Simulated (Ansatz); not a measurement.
Gap of zinc blende MgSe, (001) cell (MgSe held in this type, which need not be the stable form), on one geometry relaxed at PBE.

Values marked by level come from r2SCAN (plane waves to 500 eV, PAW; Ansatz, a first-principles code); HSE06 (plane waves to 420 eV, PAW; Ansatz). Geometries and values that name no level are of the first. No spin–orbit coupling. Its k-point mesh 7×7×5, Fermi–Dirac width 0.01 eV. HSE06 ran on meshes of its own (5×5×4); its edges and gaps are taken over the mesh and over extra points off it, mostly where PBE has its edges.

```
level   gap (eV)
------  --------
r2SCAN         …
HSE06       3.51
```

Complete the blanks.


- r2SCAN, gap (eV): 3.22
